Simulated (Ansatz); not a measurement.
Here is the system:

Host crystal: 3C silicon carbide, with a band gap (PBE, scalar-relativistic without spin-orbit coupling).

End structure of NH3 on the 1x1 (110) surface of 3C silicon carbide (cut with top plane C + Si), one in a 2x2 cell, started at the site 'top C':

```xyz
52
Lattice="6.1943 0.0000 0.0000 0.0000 8.7600 0.0000 0.0000 0.0000 27.0000" Properties=species:S:1:pos:R:3 pbc="T T T"
C      0.0000     3.2273     9.6400
C      0.0000     7.6073     9.6400
C      3.0971     3.2273     9.6400
C      3.0971     7.6073     9.6400
Si     1.5486     2.3762     9.8826
Si     1.5486     6.7562     9.8826
Si     4.6457     2.3762     9.8826
Si     4.6457     6.7562     9.8826
C      1.5486     1.0384    11.1621
C      1.5486     5.4184    11.1621
C      4.6457     1.0384    11.1621
C      4.6457     5.4184    11.1621
Si     0.0000    -0.0299    11.1216
Si     0.0000     4.3501    11.1216
Si     3.0971    -0.0299    11.1216
Si     3.0971     4.3501    11.1216
C      0.0000     3.2647    12.7216
C      0.0000     7.6447    12.7216
C      3.0971     3.2647    12.7216
C      3.0971     7.6447    12.7216
Si     1.5486     2.1693    12.7410
Si     1.5486     6.5493    12.7410
Si     4.6457     2.1693    12.7410
Si     4.6457     6.5493    12.7410
C      1.5475     1.0746    14.2787
C      1.5507     5.4503    14.2783
C      4.6473     1.0747    14.2788
C      4.6444     5.4508    14.2789
Si     0.0003    -0.0305    14.2729
Si     0.0002     4.3581    14.2518
Si     3.0976    -0.0169    14.2602
Si     3.0977     4.3553    14.2567
C      0.0005     3.2290    15.8245
C      0.0012     7.6243    15.8357
C      3.0976     3.2363    15.8359
C      3.0982     7.6150    15.8508
Si     1.5481     2.1491    15.8845
Si     1.5430     6.5521    15.8558
Si     4.6472     2.1490    15.8851
Si     4.6535     6.5521    15.8572
C      1.5385     1.0482    17.3649
C      1.5436     5.4286    17.3880
C      4.6590     1.0479    17.3653
C      4.6516     5.4272    17.3885
Si     0.0015     0.0852    17.2877
Si     0.0008     4.5475    17.1002
Si     3.0988     0.2301    17.1208
Si     3.0975     4.5660    17.1148
N      0.0121    -1.1172    18.7580
H      0.0336    -0.6592    19.6719
H     -0.8101    -1.7648    18.6640
H      0.8223    -1.7794    18.6348
```

Set-up: 52 atoms, 7.7 Å thick at the start under the adsorbate (thin: gaps and levels are the slab's own); mesh 3x3x1; 0.01 eV smearing; dipole correction on; 24 atoms held, the rest relaxed; no symmetry held; no spin, no spin-orbit, no U, no dispersion correction. At the end it is bonded to Si. In PBE it is, or lies within 0.03 eV of, the lowest of the starts that converged.

A negative adsorption energy means that the adsorbate is more stable on the surface than in its reference.

### Question
Give the adsorption energy against NH3(g) at the level PBE (Ansatz, an electronic-structure program).

### Answer
-1.90 eV

### Question
What change of the step from the bottom to the top vacuum level, against the clean slab does PBE give?

### Answer
-1.48 eV
